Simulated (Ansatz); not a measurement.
```yaml
crystal:
  lattice:
    - [3.07569, 0.00000, 0.00000]
    - [-1.53784, 2.66363, 0.00000]
    - [0.00000, 0.00000, 10.07065]
  atoms:
    - { symbol: Si, position: [0.66667, 0.33333, 0.93784] }
    - { symbol: Si, position: [0.33333, 0.66667, 0.43784] }
    - { symbol: Si, position: [0.00000, 0.00000, 0.68789] }
    - { symbol: Si, position: [0.00000, 0.00000, 0.18789] }
    - { symbol: C, position: [0.66667, 0.33333, 0.74980] }
    - { symbol: C, position: [0.33333, 0.66667, 0.24980] }
    - { symbol: C, position: [0.00000, 0.00000, 0.50046] }
    - { symbol: C, position: [0.00000, 0.00000, 0.00046] }
```

Space group of this cell: P6_3mc. The cell is taken as given.

The current runs along the normal of the first two printed vectors, the (001) plane. All runs by Ansatz (an electronic-structure program), plane waves and PAW, without spin-orbit coupling; the base is r2SCAN.

```json
[
 {"run": "base", "mean pressure (GPa)": "0.4", "gap (eV)": "2.60", "mid-gap κ (1/Å)": "0.239"},
 {"run": "all lengths scaled by 0.98", "mean pressure (GPa)": "16.0", "gap (eV)": "?", "mid-gap κ (1/Å)": "?"},
 {"run": "all lengths scaled by 1.02", "mean pressure (GPa)": "-11.7", "gap (eV)": "2.57", "mid-gap κ (1/Å)": "0.229"},
 {"run": "lda in place of r2scan", "mean pressure (GPa)": "-3.8", "gap (eV)": "2.18", "mid-gap κ (1/Å)": "0.226"},
 {"run": "lengths across the current scaled by 0.98, ions clamped", "mean pressure (GPa)": "10.6", "gap (eV)": "?", "mid-gap κ (1/Å)": "?"},
 {"run": "lengths across the current scaled by 1.02, ions clamped", "mean pressure (GPa)": "-7.9", "gap (eV)": "2.61", "mid-gap κ (1/Å)": "0.242"},
 {"run": "lengths along the current scaled by 0.97, ions clamped", "mean pressure (GPa)": "8.1", "gap (eV)": "2.59", "mid-gap κ (1/Å)": "0.252"},
 {"run": "lengths along the current scaled by 1.03, ions clamped", "mean pressure (GPa)": "-5.7", "gap (eV)": "?", "mid-gap κ (1/Å)": "0.222"},
 {"run": "pbesol in place of r2scan", "mean pressure (GPa)": "0.5", "gap (eV)": "2.12", "mid-gap κ (1/Å)": "0.222"}
]
```

Question: Some entries are withheld; supply them.

Answer: 
- all lengths scaled by 0.98, gap (eV): 2.62
- all lengths scaled by 0.98, mid-gap κ (1/Å): 0.245
- lengths across the current scaled by 0.98, ions clamped, gap (eV): 2.51
- lengths across the current scaled by 0.98, ions clamped, mid-gap κ (1/Å): 0.236
- lengths along the current scaled by 1.03, ions clamped, gap (eV): 2.44
